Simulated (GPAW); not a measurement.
# Worked example: self-consistent single point of Zn (P6_3/mmc, 2 atoms in the cell) in GPAW

Method of the run: PBE, GPAW PAW datasets PBE (gpaw-data 1.0.1) (plane waves; GPAW 25.7.0).

The input file:

```python
from ase import Atoms
from ase.units import GPa
from gpaw import GPAW

atoms = Atoms(['Zn', 'Zn'],
              cell=[[2.604687, 0.000000, 0.000000],
                    [-1.302343, 2.255725, 0.000000],
                    [0.000000, 0.000000, 4.855129]],
              scaled_positions=[[0.333333, 0.666667, 0.250000],
                                [0.666667, 0.333333, 0.750000]],
              pbc=True)

calc = GPAW(mode={'name': 'pw', 'ecut': 850},
            xc='PBE',
            kpts={'size': (16, 16, 8), 'gamma': True},
            occupations={'name': 'methfessel-paxton', 'width': 0.1, 'order': 0},
            nbands=-10,
            convergence={'forces': 0.001},
            symmetry={'symmorphic': False, 'tolerance': 0.0005},
            maxiter=150,
            txt='-')

atoms.calc = calc

energy = atoms.get_potential_energy()
print('Energy (eV):', round(energy, 6))
forces = atoms.get_forces()
print('Forces (eV/Ang):')
print(forces.round(5))
stress = atoms.get_stress()
print('Stress (GPa, Voigt):', (stress / GPa).round(4))
```

The program printed (abridged):

```
Input parameters:
  convergence: {forces: 0.001}
  kpts: {gamma: True,
         size: (16, 16, 8)}
  maxiter: 150
  mode: {ecut: 850,
         name: pw}
  nbands: -10
  occupations: {name: methfessel-paxton,
                order: 0,
                width: 0.1}
  symmetry: {symmorphic: False,
             tolerance: 0.0005}
  xc: PBE

species:
  Zn:
    name: Zinc
    Z: 30.0
    valence: 12
    core: 18
    charge: 0.0
    file: Zn.PBE.gz

    # Using partial waves for Zn as LCAO basis

Reference energy: -97722.653306  # eV

Spin-paired calculation

Convergence criteria:
 Maximum [total energy] change in last 3 cyles: 0.0005 eV / valence electron
 Maximum integral of absolute [dens]ity change: 0.0001 electrons / valence electron
 Maximum integral of absolute [eigenst]ate change: 4e-08 eV^2 / valence electron
 Maximum change in the atomic [forces] across last 2 cycles: 0.001 eV/Ang OR
Maximum error relative to the maximum force is below inf
 Maximum number of scf [iter]ations: 150

Symmetries present (total): 24
Symmetries with fractional translations: 12
2048 k-points: 16 x 16 x 8 Monkhorst-Pack grid + [1/32,1/32,1/16]
150 k-points in the irreducible part of the Brillouin zone
       k-points in crystal coordinates                weights
   0:     0.00000000    0.00000000    0.00000000          1/2048
   1:     0.00000000    0.00000000    0.12500000          2/2048
   2:     0.00000000    0.00000000    0.25000000          2/2048
   [... 7 lines left out ...]
          ...
 149:     0.50000000    0.50000000    0.50000000          3/2048

Wave functions: Plane wave expansion
  Cutoff energy: 850.000 eV
  Number of coefficients (min, max): 1583, 1644
  Pulay-stress correction: 0.000000 eV/Ang^3 (de/decut=0.000000)

Occupation numbers: Methfessel-Paxton:
  width: 0.1000  # eV
  order: 0

Eigensolver

Densities:
  Coarse grid: 18*18*36 grid
  Fine grid: 36*36*72 grid
  Total Charge: 0.000000

Density mixing:
  Method: separate
  Backend: pulay
  Linear mixing parameter: 0.05
  old densities: 5
  Damping of long wavelength oscillations: 50

Hamiltonian:
  XC and Coulomb potentials evaluated on a 36*36*72 grid
  External potential:
    NoExternalPotential

XC parameters: PBE with 2 nearest neighbor stencil

Number of atoms: 2
Number of atomic orbitals: 18
Number of bands in calculation: 22
Number of valence electrons: 24
Bands to converge: occupied

Density initialized from atomic densities
  18 bands from LCAO basis set
  4 bands from random numbers

Atomic positions and initial magnetic moments

Positions:
   0 Zn    -0.000001    1.503817    1.213782    ( 0.0000,  0.0000,  0.0000)
   1 Zn     1.302345    0.751908    3.641347    ( 0.0000,  0.0000,  0.0000)

Unit cell:
           periodic     x           y           z      points  spacing
  1. axis:    yes    2.604687    0.000000    0.000000    18     0.1253
  2. axis:    yes   -1.302343    2.255725    0.000000    18     0.1253
  3. axis:    yes    0.000000    0.000000    4.855129    36     0.1349

  Lengths:   2.604687   2.604687   4.855129
  Angles:   90.000000  90.000000 119.999992

Effective grid spacing dv^(1/3) = 0.1347

     iter     time        total  log10-change:
                         energy   eigst   dens  force
iter:   1 --:--:--    -2.489694
iter:   2 --:--:--    -2.497484   -0.98  -1.46
iter:   3 --:--:--    -2.505245   -1.16  -1.49
iter:   4 --:--:--    -2.536950   -2.66  -1.86
iter:   5 --:--:--    -2.415722   -1.50  -1.85
iter:   6 --:--:--    -2.370948   -2.71  -2.22
iter:   7 --:--:--    -2.370239   -3.84  -3.07
iter:   8 --:--:--    -2.370579c  -4.35  -3.03
iter:   9 --:--:--    -2.370447c  -4.96  -3.36
iter:  10 --:--:--    -2.370444c  -6.28  -4.12c
iter:  11 --:--:--    -2.370449c  -6.18  -4.29c
iter:  12 --:--:--    -2.370446c  -6.09  -4.20c
iter:  13 --:--:--    -2.370445c  -7.44c -4.52c
iter:  14 --:--:--    -2.370444c  -7.55c -5.00c -16.69c

Converged after 14 iterations.

Dipole moment: (-0.000000, 0.000000, -0.000000) |e|*Ang

Energy contributions relative to reference atoms: (reference = -97722.653306)

Kinetic:         -1.389663
Potential:       +5.193176
External:        +0.000000
XC:              -6.115232
Entropy (-ST):   -0.000590
Local:           -0.058430
SIC:             +0.000000
--------------------------
Free energy:     -2.370740
Extrapolated:    -2.370444

Showing only first 2 kpts
 Kpt  Band  Eigenvalues  Occupancy
  0    10      0.20693    2.00000
  0    11      3.38464    2.00000
  0    12      4.35411    2.00000
  0    13     21.37220    0.00000

  1    10      0.20085    2.00000
  1    11      2.25521    2.00000
  1    12      5.70165    2.00000
  1    13     19.72373    0.00000

Fermi level: 7.39286

No gap
No difference between direct/indirect transitions
Energy (eV): -2.370444

Forces in eV/Ang:
  0 Zn   -0.00000    0.00000   -0.00000
  1 Zn    0.00000   -0.00000   -0.00000

Stress tensor:
    -0.038015     0.000000     0.000000
     0.000000    -0.038015    -0.000000
     0.000000    -0.000000    -0.017144
Stress (GPa, Voigt): [-6.0906 -6.0906 -2.7467 -0.      0.      0.    ]
```

The run converged in 14 iterations. GPAW prints stress with tension positive.

The starting cell comes from a database of computed structures (which also holds hypothetical and non-ambient phases and stackings), without a prior relaxation at this level. Its lattice was rescaled by a random factor within 2.5 % of one. With a pressure of about 5 GPa the cell is away from its equilibrium volume at this level.

Cost on one core of a shared machine: roughly 50 s.
